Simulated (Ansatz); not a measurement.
**Several settings converged on Cu3Sn (I4mm, 4 atoms in the cell)**

```
CELL_PARAMETERS angstrom
      0.00000     3.06761     3.06761
      3.06761     0.00000     3.06761
      3.06761     3.06761     0.00000
ATOMIC_POSITIONS crystal
  Cu 0.50815 0.50815 0.49185
  Cu 0.75000 0.75000 0.75000
  Cu 0.25000 0.25000 0.25000
  Sn 0.00000 0.00000 0.00000
```

Base method: LDA (PW92), default PAW files made with PBE (plane waves; Ansatz, a program for electronic structure).

Base settings: basis.ecutwfc = 420 eV; kpoints.mp_grid.grid = 9 9 9; hamiltonian.xc = lda; hamiltonian.pseudopotentials = {kind: paw} (the program's default PAW files); scf.occupations.method = fermi_dirac; scf.occupations.width = 0.1 eV.

The count of work is k-points × plane waves × bands × iterations; it is no time. 

**The k-point mesh at a smearing width of 0.3 eV**

In this ladder: scf.occupations.width = 0.3 eV.

Only quantities that move along the ladder and can be compared are tabulated.

```tsv
kpoints.mp_grid.grid	free energy less the last step's (meV/atom)	pressure (GPa)	largest difference of a force vector from the last step's (eV/Å)	count of work / last
3 3 3	50.20	-9.15	0.021	0.0054
4 4 4	11.94	-9.13	0.009	0.018
5 5 5	1.73	-8.72	0.003	0.024
6 6 6	0.66	-8.45	0.001	0.040
7 7 7	0.36	-8.42	0.001	0.054
8 8 8	0.17	-8.42	0.001	0.080
10 10 10	0.03	-8.44	0.000	0.14
12 12 12	0.03	-8.44	0.000	0.20
22 22 22	0.00	-8.44	0.000	1.0
```

Coarsest kpoints.mp_grid.grid that holds the pressure within 0.05 GPa of the last step, with all finer ones: 6 6 6, at 0.040 of the last step's count of work; the step before is off by 0.28 GPa.

Coarsest kpoints.mp_grid.grid that holds the free energy within 1 meV/atom of the last step, with all finer ones: 6 6 6, at 0.040 of the last step's count of work; the step before is off by 1.7 meV/atom.

Coarsest kpoints.mp_grid.grid that holds the forces within 0.01 eV/Å of the last step, with all finer ones: 4 4 4, at 0.018 of the last step's count of work; the step before is off by 0.021 eV/Å.

Two neighbours can agree and both be off: 3 3 3 and 4 4 4 differ by 0.03 GPa in the pressure, yet lie about 0.69 GPa from the last step.

**The width of Gaussian smearing**

In this ladder: kpoints.mp_grid.grid = 15 15 15; scf.occupations.method = gaussian.

Narrow widths need finer meshes than wide ones, so the last steps can hold mesh noise.

Only quantities that move along the ladder and can be compared are tabulated; pressure and forces are left out, as mesh noise rules them at narrow widths.

```csv
scf.occupations.width,free energy less the last step's (meV/atom),energy extrapolated to zero width less the last step's (meV/atom)
1 eV,-60.07,6.25
0.5 eV,-13.53,0.59
0.3 eV,-4.61,0.10
0.2 eV,-1.95,-0.05
0.1 eV,-0.44,-0.08
0.05 eV,0.00,0.00
```

Widest scf.occupations.width that holds the free energy within 5 meV/atom of the last step, with all finer ones: 0.3 eV; the step before is off by 14 meV/atom.

Widest scf.occupations.width that holds the energy extrapolated to zero width within 1 meV/atom of the last step, with all finer ones: 0.5 eV; the step before is off by 6.3 meV/atom.

The extrapolation to zero width removes most of the smearing's effect on the energy.

**The width of cold smearing**

In this ladder: kpoints.mp_grid.grid = 15 15 15; scf.occupations.method = cold.

Narrow widths need finer meshes than wide ones, so the last steps can hold mesh noise.

Only quantities that move along the ladder and can be compared are tabulated; pressure and forces are left out, as mesh noise rules them at narrow widths.

```tsv
scf.occupations.width	free energy less the last step's (meV/atom)
0.5 eV	2.05
0.3 eV	0.60
0.2 eV	0.17
0.1 eV	-0.16
0.05 eV	0.00
```

Widest scf.occupations.width that holds the free energy within 0.5 meV/atom of the last step, with all finer ones: 0.2 eV; the step before is off by 0.60 meV/atom.

On the base run: the starting cell comes from a database of computed structures (which also holds hypothetical and non-ambient phases and stackings), without a prior relaxation at this level. Its lattice was rescaled by up to half a per cent. One atom was moved a little off its site on purpose. Spin polarisation is off. In the base run, with a pressure of about -9 GPa the cell is away from its equilibrium volume at this level. Ansatz's pressure includes its estimate of the finite-basis (Pulay) stress.

Left out of this page: 4 runs of the series outside the window shown, repeating another row's setting, or not comparable; 1 run of the series unsound by tests on forces, stress, charge or solver warnings.

Keys are those of Ansatz 0.2.
